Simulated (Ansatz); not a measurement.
The starting structures come from a database of crystals and need not be the phases stable at ambient conditions.

Tunnelling through a barrier is set by its complex band structure: the current falls as exp(−2κd) with the smallest κ.

Given:

```yaml
crystal:
  lattice:
    - [6.32543, 0.00000, 0.00000]
    - [2.25480, 7.78943, 0.00000]
    - [-2.03531, 3.89472, 2.53714]
  atoms:
    - { symbol: Ba, position: [0.00000, 0.00000, 0.00000] }
    - { symbol: Ti, position: [0.00000, 0.50000, 0.00000] }
    - { symbol: B, position: [0.53448, 0.76724, 0.00000] }
    - { symbol: B, position: [0.46552, 0.23276, 0.00000] }
    - { symbol: O, position: [0.63315, 0.65936, 0.41362] }
    - { symbol: O, position: [0.36685, 0.34064, 0.58638] }
    - { symbol: O, position: [0.21953, 0.07298, 0.48719] }
    - { symbol: O, position: [0.78047, 0.92702, 0.51281] }
    - { symbol: O, position: [0.73234, 0.56017, 0.09919] }
    - { symbol: O, position: [0.26766, 0.43983, 0.90081] }
```

The cell is taken as given; by r2SCAN it stands under a pressure of -4.7 GPa.

Transport runs along the normal of the first two printed cell vectors, the (110) plane of the conventional cell.

The gap is the functional's own. No spin-orbit coupling. Mid-gap values are those at the computed energy nearest the middle.

Task: Estimate the band gap and the smallest decay constant κ at mid-gap that r2SCAN (Ansatz, a program for electronic structure) returns for this system.

Result: Gap 2.83 eV on a 12×12×12 mesh; κ = 0.354 1/Å, at the zone centre.
